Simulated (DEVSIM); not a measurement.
Device: isotype n-n heterojunction Si/Ge, at 300 K.

Layer 1 from the left is Si, thickness (μm) 0.170, Nd (cm⁻³) 5.7e17, τn (s) 2.1e-7, τp (s) 2.1e-7. Layer 2 from the left is Ge, thickness (μm) 0.270, Nd (cm⁻³) 1.4e17, τn (s) 2.1e-7, τp (s) 2.1e-7.

Left contact: ohmic. Right contact: ohmic. Voltage is applied to the left contact. Recombination: SRH at mid-gap, radiative. Mobility is μmin + (μ − μmin)/(1 + (N/Nref)^α).

This is a model device: material constants are rounded textbook-type values typed into the input, and sizes, dopings and lifetimes were drawn at random. Values at 300 K.

Si: gap (eV) 1.124, affinity (eV) 4.05, permittivity 11.7, Nc (cm⁻³) 2.86e19, Nv (cm⁻³) 3.1e19, μn (cm²/Vs) 1417, μp (cm²/Vs) 470, μn,min 52, μp,min 45, Nref,n 9.7e16, Nref,p 2.2e17, αn 0.68, αp 0.72, B (cm³/s) 4.7e-15. Ge: gap (eV) 0.664, affinity (eV) 4, permittivity 16, Nc (cm⁻³) 1.04e19, Nv (cm⁻³) 6e18, μn (cm²/Vs) 3900, μp (cm²/Vs) 1900, μn,min 150, μp,min 100, Nref,n 2.6e17, Nref,p 4e17, αn 0.56, αp 0.6, B (cm³/s) 6.4e-14.

DEVSIM, 1D drift-diffusion, Boltzmann statistics, complete ionisation; no tunnelling, impact ionisation, image-force lowering or self-heating. Band offsets follow the typed affinities; no thermionic-emission limit at abrupt steps, no polarisation charge.

### Question
What does the simulation give for the potential step across the device at zero bias?

### Answer
potential step across the device at zero bias 0.040 V.
